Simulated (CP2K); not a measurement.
A self-consistent single point of CdSe (F-43m, 2 atoms in the cell) with CP2K.

Computed with PBE, GPW, DZVP-MOLOPT-SR-GTH basis, GTH-PBE potentials (GTH_POTENTIALS) run with CP2K.

```
CELL_PARAMETERS angstrom
      4.37762     0.00000     0.00000
      2.18881     3.79113     0.00000
      2.18881     1.26371     3.57431
ATOMIC_POSITIONS crystal
  Cd 0.00000 0.00000 0.00000
  Se 0.75000 0.75000 0.75000
```

Reference input (self-consistent single point, DFT PBE, GPW, DZVP-MOLOPT-SR-GTH basis, GTH-PBE potentials (GTH_POTENTIALS)): CUTOFF = 500 Ry; REL_CUTOFF = 50 Ry; KPOINTS/SCHEME = MONKHORST-PACK 6 6 6; GAMMA_CENTERED = T; XC_FUNCTIONAL = PBE; Cd/BASIS_SET = DZVP-MOLOPT-SR-GTH; Cd/POTENTIAL = GTH-PBE-q12; Se/BASIS_SET = DZVP-MOLOPT-SR-GTH; Se/POTENTIAL = GTH-PBE-q6; METHOD = GPW; EPS_DEFAULT = 1e-11; NGRIDS = 5. This run's input differs from it in these lines:

```diff
@@ -36,4 +36,3 @@
     &KPOINTS
-      SCHEME MONKHORST-PACK 6 6 6
-      GAMMA_CENTERED T
+      SCHEME MONKHORST-PACK 5 5 5
     &END KPOINTS
```

Log, with long lists cut:

```
 SCF WAVEFUNCTION OPTIMIZATION

  Step     Update method      Time    Convergence         Total energy    Change
     1 NoMix/Diag. 0.40E+00      -     1.65535275       -55.5917026635 -5.56E+01
     2 Broy./Diag. 0.40E+00      -     0.07641240       -55.5039713698  8.77E-02
     3 Broy./Diag. 0.40E+00      -     0.09498754       -55.5296241451 -2.57E-02
     4 Broy./Diag. 0.40E+00      -     0.00465868       -55.5576732961 -2.80E-02
     5 Broy./Diag. 0.40E+00      -     0.00091700       -55.5514048523  6.27E-03
     6 Broy./Diag. 0.40E+00      -     0.00083147       -55.5425970188  8.81E-03
   [... 2 lines left out ...]
     9 Broy./Diag. 0.40E+00      -     0.00003581       -55.5432652389 -7.27E-04
    10 Broy./Diag. 0.40E+00      -     0.00000222       -55.5431882465  7.70E-05
    11 Broy./Diag. 0.40E+00      -     0.00000158       -55.5431839245  4.32E-06
    12 Broy./Diag. 0.40E+00      -     0.00000029       -55.5431883408 -4.42E-06
  *** SCF run converged in    12 steps ***

  Overlap energy of the core charge distribution:               0.00000000081837
  Self energy of the core charge distribution:                -93.77011901959501
  Core Hamiltonian energy:                                     28.58899740203720
  Hartree energy:                                              18.34439207639305
  Exchange-correlation energy:                                 -8.70645880043327

  Total energy:                                               -55.54318834077967

                     Mulliken Population Analysis

 #  Atom  Element  Kind  Atomic population                           Net charge
       1     Cd       1         11.542553                              0.457447
       2     Se       2          6.457447                             -0.457447
   [... lines left out ...]

 STRESS| Analytical stress tensor [bar]
 STRESS|                        x                   y                   z
 STRESS|      x        8.64157008069E+03  -5.20441387784E-01  -3.68006936587E-01
 STRESS|      y       -5.20441387784E-01   8.64213808413E+03  -2.80415418089E-01
 STRESS|      z       -3.68006936587E-01  -2.80415418089E-01   8.64238644893E+03
 STRESS| 1/3 Trace                                             8.64203153792E+03
```

The run converged in 12 iterations. Against the reference run the free energy rises by 4.5 meV/atom, the pressure moves little (0.83 to 0.86 GPa) and the gap on the mesh hardly changes (0.496 to 0.492 eV).

The starting cell comes from a database of computed structures (which also holds hypothetical and non-ambient phases and stackings), without a prior relaxation at this level. Its lattice was rescaled by a random factor within 2.5 % of one. Values carry the incompleteness of an atom-centred basis.
